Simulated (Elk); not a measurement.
Input and output of a self-consistent single point for PtSe2 (P-3m1, 3 atoms in the cell) (Elk).

Computed with PBE, all-electron FP-LAPW, Elk's shipped species files, default APW+lo basis in Elk.

The change in words: lattice scaled by 0.98. Reference geometry:
```
PtSe2
1.0
    1.81875    -3.15016     0.00000
    1.81875     3.15016     0.00000
    0.00000     0.00000     4.95402
Pt Se
1 2
Direct
  0.00000   0.00000   0.00000
  0.33333   0.66667   0.25500
  0.66667   0.33333   0.74500
```

Reference input (self-consistent single point, DFT, PBE, all-electron FP-LAPW, Elk's shipped species files, default APW+lo basis): xctype = 20; swidth = 0.000734986 Ha; ngridk = 8 8 5; rmtscf = 0.83; maxscl = 100. This run's input differs from it in these lines:

```diff
@@ -16,5 +16,5 @@
 avec
-    3.4369356413   -5.9529471530    0.0000000000
-    3.4369356413    5.9529471530    0.0000000000
-    0.0000000000    0.0000000000    9.3617334570
+    3.3681970434   -5.8338884090    0.0000000000
+    3.3681970434    5.8338884090    0.0000000000
+    0.0000000000    0.0000000000    9.1744993926
```

The program printed (abridged):

```
│ Self-consistent loop started │
│ Loop number : 1 │
 total energy                :     -23294.3661194
│ Loop number : 2 │
 total energy                :     -23295.4887154
RMS change in Kohn-Sham potential (target) :   0.3119950961     (  0.1000000000E-05)
Absolute change in total energy (target)   :    1.122595960     (  0.1000000000E-03)
│ Loop number : 3 │
 total energy                :     -23297.1981721
RMS change in Kohn-Sham potential (target) :   0.2867507505     (  0.1000000000E-05)
Absolute change in total energy (target)   :    1.990105671     (  0.1000000000E-03)
│ Loop number : 4 │
   [... lines left out ...]
Absolute change in total energy (target)   :   0.2000227832E-03 (  0.1000000000E-03)
│ Loop number : 14 │
 total energy                :     -23307.4697337
RMS change in Kohn-Sham potential (target) :   0.4108110113E-06 (  0.1000000000E-05)
Absolute change in total energy (target)   :   0.1330593150E-03 (  0.1000000000E-03)
│ Loop number : 15 │
 total energy                :     -23307.4697502
RMS change in Kohn-Sham potential (target) :   0.1243338941E-06 (  0.1000000000E-05)
Absolute change in total energy (target)   :   0.4975468255E-04 (  0.1000000000E-03)
Convergence targets achieved

│ Loop number : 16 │

Energies :
 Fermi                       :     0.392621325709
 total energy                :     -23307.4697471

Density of states at Fermi energy :    21.57220964
 (states/Hartree/unit cell)

Estimated indirect band gap :   0.2974024884E-02
 from k-point     10 to k-point     18
Estimated direct band gap   :   0.1046043031E-01
 at k-point     10

Charges :
 core                        :    84.00000000
 valence                     :    62.00000000
 interstitial                :    7.412145563
 muffin-tins (core leakage)
  species :    1 (Pt)
   atom    1                 :    76.09534446     (  0.1904113784E-02)
  species :    2 (Se)
   atom    1                 :    31.24625499     (  0.8437497964E-03)
   atom    2                 :    31.24625499     (  0.8437497964E-03)
 total in muffin-tins        :    138.5878544
 total calculated charge     :    145.9765123
 total charge                :    146.0000000
 error                       :   0.2348769999E-01

│ Self-consistent loop stopped │
```

The run converged in 16 iterations. The count includes the last loop, which Elk runs after its targets are met. Against the reference run the free energy goes up by 158 meV/atom.

The starting cell has typed, rounded lattice constants, without a prior relaxation at this level. Its lattice was rescaled by a random factor within 2.5 % of one. For this run, on top of that: lattice scaled by 0.98. Spin-orbit coupling is off. Spin polarisation is off. Values depend on the basis (sphere radii, cutoffs, local orbitals), which need not be converged. The log's line on a gap gives a spacing of levels on this mesh, which the program prints for metals too.
